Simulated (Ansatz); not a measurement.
CaO, response to strain

Take CaO in the rock salt structure (space group Fm-3m, No. 225; a = 4.767 Å) as the base. Axes: x, y, z lie along the cube axes.

Strains are applied to the cell and any free atomic positions relax; under biaxial strain the out-of-plane vector relaxes too.

All numbers come from Kohn–Sham DFT with the PBEsol functional, run in Ansatz (a program for electronic structure) with PAW and 420 eV plane waves, no spin-orbit coupling.

```json
[
 {"biaxial strain, plane normal [111], relaxed out of plane (%)": "0", "out-of-plane strain (%)": "0.00"},
 {"biaxial strain, plane normal [111], relaxed out of plane (%)": "0.42", "out-of-plane strain (%)": "-0.25"},
 {"biaxial strain, plane normal [111], relaxed out of plane (%)": "0.83", "out-of-plane strain (%)": "-0.48"},
 {"biaxial strain, plane normal [111], relaxed out of plane (%)": "1.25", "out-of-plane strain (%)": "-0.73"},
 {"biaxial strain, plane normal [111], relaxed out of plane (%)": "1.67", "out-of-plane strain (%)": "?"},
 {"biaxial strain, plane normal [111], relaxed out of plane (%)": "2.08", "out-of-plane strain (%)": "-1.22"},
 {"biaxial strain, plane normal [111], relaxed out of plane (%)": "2.5", "out-of-plane strain (%)": "-1.47"}
]
```

### Question
Fit ε⊥ = −νε + γε² (strains in %) to the rows shown and predict the withheld row.

### Answer
Least squares on the printed values gives ν = 0.58 (the biaxial Poisson response) and γ = -0.003 (largest residual 0.01 %); this predicts -0.98 %, and the run gives -0.98 %, in agreement.

Stability against distortions was not tested.
